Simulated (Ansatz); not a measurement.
An Ansatz (an electronic-structure program) input for bismuthene on bismuthene on bismuthene on bismuthene (facing Bi atop Bi, which symmetry holds and which is mostly a maximum against sliding; bismuthene a predicted or substrate-bound sheet, here free):

Ansatz 0.2 input:
```yaml
crystal:
  lattice:
    - [4.278750312, 0.0, 0.0]
    - [-2.139375156, 3.705506467, 0.0]
    - [0.0, 0.0, 35.01]
  atoms:
    - { symbol: Bi, position: [0.333333333, 0.666666667, 0.247514958] }
    - { symbol: Bi, position: [0.666666667, 0.333333333, 0.297356465] }
    - { symbol: Bi, position: [0.666666667, 0.333333333, 0.400094747] }
    - { symbol: Bi, position: [0.0, 0.0, 0.44991955] }
    - { symbol: Bi, position: [0.0, 1.0, 0.550080492] }
    - { symbol: Bi, position: [0.333333333, 0.666666667, 0.599905294] }
    - { symbol: Bi, position: [0.333333333, 0.666666667, 0.702643493] }
    - { symbol: Bi, position: [0.666666667, 0.333333333, 0.752485001] }
  symmetry: { detect: true }
basis:
  ecutwfc: 420
  ecutrho_ratio: 4
  xc_grid: 2
kpoints:
  mp_grid: { grid: [9, 9, 1] }
hamiltonian:
  xc: pbe
  dispersion: d3bj
  pseudopotentials: { kind: paw }
scf:
  n_extra_bands: 24
  occupations: { method: fermi_dirac, width: 0.01 }
output:
  eigenstates:
    kpoints:
      - [0.0, 0.0, 0]
      - [0.333333, 0.333333, 0]
      - [-0.5, 0.0, 0]
      - [0.166667, 0.166667, 0]
    e_range: [-5, 6]
    localisation: true
  eigenvalues: true
magnetization:
  noncollinear: true
  spin_orbit: true
efield:
  axis: 3
  dipole_correction: true
```

Computed with PBE+D3(BJ) with spin-orbit coupling (plane waves to 420 eV, PAW; Ansatz).  Its k-point mesh 9×9×1, Fermi–Dirac width 0.01 eV. A dipole correction is on.

Problem. Write the closing report of this run, without the band table and long remarks, to eight decimals at most.

Solution. 
```
SCF converged after 10 iterations
Magnetization: |M| = 0.0000 μB,  M = (+0.0000, +0.0000, +0.0000) μB
Absolute magnetization: 0.0000 μB (∫|m|)
  site 0: m = (+0.0000, +0.0000, +0.0000) μB, |m| = 0.0000 μB  (R = 1.25 Å)
  site 1: m = (+0.0000, +0.0000, +0.0000) μB, |m| = 0.0000 μB  (R = 1.25 Å)
  site 2: m = (+0.0000, +0.0000, +0.0000) μB, |m| = 0.0000 μB  (R = 1.25 Å)
  site 3: m = (+0.0000, +0.0000, +0.0000) μB, |m| = 0.0000 μB  (R = 1.25 Å)
  site 4: m = (+0.0000, +0.0000, +0.0000) μB, |m| = 0.0000 μB  (R = 1.25 Å)
  site 5: m = (+0.0000, +0.0000, +0.0000) μB, |m| = 0.0000 μB  (R = 1.25 Å)
  site 6: m = (+0.0000, +0.0000, +0.0000) μB, |m| = 0.0000 μB  (R = 1.25 Å)
  site 7: m = (+0.0000, +0.0000, +0.0000) μB, |m| = 0.0000 μB  (R = 1.25 Å)
Free energy (F): -99509.197906 eV
Harris-Foulkes:  -99509.197906 eV  (|F-HF|=1.38e-8)
Internal energy: -99509.196737 eV  (E = F + TS)
E sigma→0 (E₀):  -99509.197322 eV
Entropy (-TS):   -0.001169 eV (-0.146 meV/atom)
Fermi energy:    3.396955 eV
Dipole field:    D = 0.000001 V/Å  (p = 0.000003 e·Å, saw-weighted, corrected)
Work function:   Φ+ = 3.5224 eV   Φ− = 3.5225 eV
Levels:          The Fermi level and band energies are counted from a zero that moves with the ramp; work functions are not
--- Per-component energies (eV) ---
  E_band       = -1645.531401
  E_kinetic    = 2434.159909
  E_local      = -93058.313231  (includes V_loc(G=0)·N_el)
  E_nonlocal   = 4482.347250
  E_hartree    = 43974.967565
  E_xc         = -1212.768139
  E_vxc        = -1154.960144  (∫ρ·V_xc dr)
  E_paw        = -85647.175121  (= ΣΔE_a)
  E_vpaw       = -2298.714890  (= ΣTr[D̂ρ^β])
  E_aug_tail   = -0.003018  (compensation charges beyond the density's cutoff)
  E_efield     = 0.000000  (sawtooth field / dipole correction)
  E_vefield    = 0.000000  (∫n·V_field dr)
  E_ewald      = 29520.228881
  E_disp       = -2.640833  (pairwise vdW)
  E_smearing   = -0.001169  (= −TS)
  E_closure    = 0.000000  (closes the sum)
  Σ components = -99509.197906   (vs F -99509.197906, Δ=0.00e0)
```

Cost: very roughly 3 core-minutes.
